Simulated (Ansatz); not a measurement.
**The (100) surface of rock-salt TiC, Ru on all Ti sites of the top plane (bottom of the slab: a bare face, its two planes held)**

Method: PBE (plane waves to 420 eV, PAW; Ansatz, a first-principles code).

Slab: 12 atoms, 10.7 Å thick at the start with caps and adatoms (thin: gaps and levels are the slab's own); k 12x12x1, smearing 0.1 eV, dipole-corrected; 4 atoms held, the rest relaxed; symmetry of the start imposed; no spin, no spin-orbit, no U. In PBE it is, or lies within 0.01 eV a 1x1 cell of, the lowest of the 2 structures of its composition computed so far; subsurface sites and larger cells were not tried.

```yaml
work_function_of_the_top_face: 4.57 eV
energy_released_by_relaxation: 0.18 eV
cost: around 2.7 core-minutes (rough)
```
